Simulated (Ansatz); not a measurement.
Base system: TiO2 in the rutile structure (space group P4_2/mnm, No. 136; a = 4.644 Å, c = 2.964 Å). Axes: x, y, z lie along a, b, c of the conventional cell.

All numbers come from PBE (Ansatz, a quantum-chemistry and plane-wave program, PAW, scalar-relativistic without spin-orbit coupling), earlier PAW set.

For the base:

Valence-band top at Γ: 0.00, -0.42, -0.42 eV

One thing is altered: uniaxial stress, 5 GPa compression along z, with the cell and atoms free to relax against it.

### Question
How does this affect the valence-band top at Γ, secant Young's modulus along z and mean lateral Poisson ratio?

### Answer
The valence-band top at Γ (three highest levels, from the VBM) becomes 0.00, -0.40, -0.40 eV (base: 0.00, -0.42, -0.42 eV); the secant Young's modulus along z amounts to 390 GPa; the mean lateral Poisson ratio is 0.35.

The levels and masses belong to the bands next to the band gap. Load acts through the strain it causes; cell and atoms are relaxed under it. Stability under load was not tested beyond the relaxation. All final runs are without spin polarisation.
